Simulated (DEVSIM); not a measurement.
System: Schottky contact on n-type GaN, at 250 K.

| layer (left to right) | material | thickness (μm) | Nd (cm⁻³) | τn (s) | τp (s) |
|---|---|---|---|---|---|
| 1 | GaN | 0.460 | 1.4e16 | 7.9e-8 | 7.9e-8 |

Left contact: Schottky, work function 5.62 eV, emission velocity 6.6e6 cm/s. Right contact: ohmic. Voltage is applied to the left contact. Recombination: SRH at mid-gap, Auger. Mobility is constant in doping.

Constants are typed, rounded textbook-type inputs, not results; the design itself was drawn at random and stands for no fabricated device. Values at 300 K; Nc and Nv go as T^1.5, mobilities as T to minus their exponent, the gap by Varshni's rule with the affinity fixed.

```csv
parameter,GaN
gap (eV),3.43
affinity (eV),4.1
permittivity,9.5
Nc (cm⁻³),2.3e18
Nv (cm⁻³),4.6e19
μn (cm²/Vs),1200
μp (cm²/Vs),100
T exponent of μn,1.5
T exponent of μp,2
Cn (cm⁶/s),1e-30
Cp (cm⁶/s),1e-30
Varshni α (eV/K),0.00091
Varshni β (K),830
```

DEVSIM, 1D drift-diffusion, Boltzmann statistics, complete ionisation; no tunnelling, impact ionisation, image-force lowering or self-heating. Metal contacts follow the ideal Schottky-Mott rule: no Fermi-level pinning, no interface dipoles.

Question: Tabulate band edges, carrier densities and field at -20.0 V on the left contact.

Answer: Energies count from the Fermi level of the right contact; mesh points crowd at the junctions.

```csv
x (μm),Ec (eV),Ev (eV),n (cm⁻³),p (cm⁻³),field (V/cm)
0.000,21.520,18.070,< 1e2,< 1e2,-530000
0.005385,21.237,17.787,< 1e2,< 1e2,-530000
0.01329,20.822,17.372,< 1e2,< 1e2,-520000
0.02133,20.402,16.952,< 1e2,< 1e2,-520000
0.03536,19.673,16.224,< 1e2,< 1e2,-520000
0.05060,18.888,15.438,< 1e2,< 1e2,-510000
0.06610,18.095,14.645,< 1e2,< 1e2,-510000
0.09316,16.727,13.278,< 1e2,< 1e2,-500000
0.1225,15.264,11.815,< 1e2,< 1e2,-490000
0.1524,13.799,10.349,< 1e2,< 1e2,-490000
0.1963,11.692,8.242,< 1e2,< 1e2,-470000
0.2566,8.877,5.427,< 1e2,< 1e2,-460000
0.2950,7.136,3.687,< 1e2,< 1e2,-450000
0.3270,5.716,2.267,< 1e2,< 1e2,-440000
0.3675,3.959,0.509,< 1e2,< 1e2,-430000
0.3874,3.110,-0.340,< 1e2,< 1e2,-420000
0.4040,2.411,-1.039,< 1e2,< 1e2,-420000
0.4203,1.731,-1.719,< 1e2,< 1e2,-410000
0.4353,1.111,-2.339,< 1e2,< 1e2,-410000
0.4439,0.759,-2.691,890,< 1e2,-410000
0.4523,0.414,-3.036,7.9e9,< 1e2,-410000
0.4600,0.104,-3.346,1.4e16,< 1e2,-400000
```
